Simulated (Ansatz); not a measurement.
Partial pair distribution functions of a relaxed model of amorphous Hf18O38Si, broadened by 0.06 Å; density 8.61 g/cm³. Level of theory: PBE, scalar-relativistic without spin-orbit coupling (plane waves to 420 eV, PAW; Ansatz, a quantum-chemistry and plane-wave program).

Preparation: random packing, a CHGNet melt and quench, and a DFT relaxation. O atoms were pushed apart under 1.9 Å during the dynamics, to hinder bonds among them. The hot cell started wider than the set density and was brought back towards it in steps. It is the lowest in DFT energy of 2 quenches. It is a model cell: composition and starting density were chosen by hand, and all elements were melted together. No dispersion term was used. Its density started from a set value of 8.61 and ended at 8.61 g/cm³. The quench (nominally 380 K/ps over its main leg) was far faster than any real one, so the model tends to hold more defects than a real film. Values belong to this one cell and scatter from quench to quench. The volume was held where the preparation left it and the shape relaxed, at a PBE pressure of -2.1 GPa (tension). Stress components on the final sampling reach 2.1 GPa.

```csv
r (Å),g Hf-O,g O-Si,g Hf-Hf,g O-O
1.40,0.00,0.01,0.00,0.00
1.50,0.00,0.94,0.00,0.00
1.60,0.00,10.60,0.00,0.00
1.70,0.00,10.32,0.00,0.00
1.80,0.10,0.94,0.00,0.00
1.90,0.81,0.01,0.00,0.00
2.00,4.05,0.00,0.00,0.00
2.10,7.46,0.00,0.00,0.00
2.20,5.67,0.00,0.00,0.00
2.30,2.09,0.00,0.00,0.05
2.40,0.58,0.00,0.00,0.51
2.50,0.37,0.00,0.00,1.61
2.60,0.08,0.00,0.00,2.18
2.70,0.10,0.00,0.00,2.71
2.80,0.11,0.00,0.00,2.73
2.90,0.23,0.23,0.00,1.82
3.00,0.33,1.22,0.00,1.21
3.10,0.27,1.34,0.08,1.11
3.20,0.23,1.49,1.24,1.24
3.30,0.24,0.52,2.90,0.93
3.40,0.40,0.52,3.02,0.82
3.50,0.58,1.11,2.28,0.88
3.60,0.71,0.82,2.45,0.92
3.70,0.76,1.05,2.77,0.87
3.80,0.99,2.10,2.45,0.92
3.90,1.14,1.00,1.98,1.00
4.00,1.04,1.41,1.61,1.08
4.10,1.13,2.01,1.59,1.00
4.20,1.05,0.82,0.51,0.91
4.30,1.10,1.04,0.25,0.72
4.40,1.42,1.35,0.14,0.70
```

Within 2.60 Å each Hf has 6.22 O neighbours on average.
